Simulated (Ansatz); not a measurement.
CdGeAs2: stress against strain

CdGeAs2 (chalcopyrite, I-42d, 24.962 Å³/atom and stress up to 0.01 GPa in the relaxed cell, c along z) under an equal strain ε in the (001) plane with the normal axis free, as in a coherent film. PBEsol in Ansatz, a plane-wave DFT program (PAW, default set), 420 eV, 8×8×8 Γ-centred mesh, Fermi-Dirac smearing 0.05 eV; ions are relaxed, or left where forces stay under 0.02 eV/Å, within the symmetry of each cell. Stress is positive for a compressed cell.

Here s stands for strain and y for stress xx.

```
strain (%)  stress xx (GPa)
----------  ---------------
-3.00                     ?
-1.50                  1.23
-0.75                  0.60
0.00                   0.00
0.75                  -0.57
1.50                  -1.10
```

Fit y against s with a straight line, and predict the withheld value at s = -3.00.

Means: s 0, y 0.032. About the means, the sum of products is -4.3725 and the sum of squares of s is 5.6250; the slope is their ratio. Least squares gives y = 0.032 - 0.7773·s. Residuals (row less fit): 0.032, -0.015, -0.032, -0.019, 0.034; standard error 0.036 (degrees of freedom: 3). The slope gives the biaxial elastic modulus of this plane = 78 ± 1 GPa (± standard error of the fit, which holds the terms cut off). At the withheld row, y = 0.032 - 0.7773 × (-3.00) = 2.364 GPa. The calculation gives 2.61 GPa, 0.246 GPa above the prediction (6.6 % of the range of y in the table). The row lies outside the fitted rows, so this is an extrapolation. From the scatter of the fitted rows alone, a prediction at this place has a standard error of 0.059 GPa, so the miss is 4.2 times that.

A polynomial of degree 2 through the 8 other runs of the series gives 2.60 there, so most of the miss is curvature that the fit leaves out. This level leaves no gap over 0.05 eV at strain -3.00 %. Rows are the converged runs of the series near zero and its far end; series whose fitted rows scatter by over a few per cent of the range, as at a crossing or softening among them, aren't shown in this form, nor equations of state whose B0' disagrees with the runs' pressures. Most that stay on the fit to the last digits aren't either.
